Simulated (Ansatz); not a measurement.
A calculation on Ge (P6₃/mmc, No. 194, 8 atoms in the cell; start mp-1091415; another form than the element's usual one) returned lattice constant a 4.004 Å, lattice parameter c 13.145 Å, cohesive energy 4.15 eV/atom, band gap 0.01 eV.

Problem. Which level of theory produced these numbers?
A. r²SCAN (Ansatz, a first-principles code)
B. PBEsol (Ansatz)
C. r²SCAN+rVV10 (Ansatz)
D. LDA (Ansatz)

Solution. B, PBEsol (Ansatz)

The others give: LDA 3.965 Å, 13.022 Å, 4.58 eV/atom, 0.00 eV; r²SCAN+rVV10 3.988 Å, 13.105 Å, 4.06 eV/atom, 0.29 eV; r²SCAN 4.002 Å, 13.149 Å, 3.87 eV/atom, 0.28 eV.

Unless a cell is named, each level is at its own relaxed cell (LDA 22.17, PBEsol 22.81, r²SCAN 22.80, r²SCAN+rVV10 22.56 Å³/atom).

Levels without +SOC have no spin–orbit coupling; where heavier elements are present it shifts gaps, mostly down, and can invert bands. A gap of zero means that the bands touch or overlap. Density-functional gaps are differences of (generalised) Kohn–Sham levels.

Caveats: the relaxation could not lower the start's symmetry, so the cell can be a saddle point above a distorted one (LDA, r²SCAN+rVV10, r²SCAN, PBEsol). Ansatz's density-functional and Hartree–Fock values are scalar-relativistic unless marked +SOC, with PAW data made under PBE.

A start named mp-… is a Materials Project structure, which need not be a measured phase.
